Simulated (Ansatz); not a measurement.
Consider TiC in the rock salt structure (space group Fm-3m, No. 225; a = 4.3285 Å).

Method: Kohn–Sham DFT with the r2SCAN functional, run in Ansatz (an electronic-structure program) with PAW and 500 eV plane waves, scalar-relativistic without spin-orbit coupling, earlier PAW set.

Base values:

| Property | Result |
|---|---|
| Volume per atom | 10.14 Å³ |

Perturbation: a hydrostatic pressure of 1.8 GPa.

### Question
Predict the new volume per atom.

### Answer
The volume per atom falls by 0.07 Å³ (10.14 Å³ → 10.07 Å³).

Load acts through the strain it causes; cell and atoms are relaxed under it. Whether these cells are dynamically stable was not tested. The final runs are not spin-polarised.
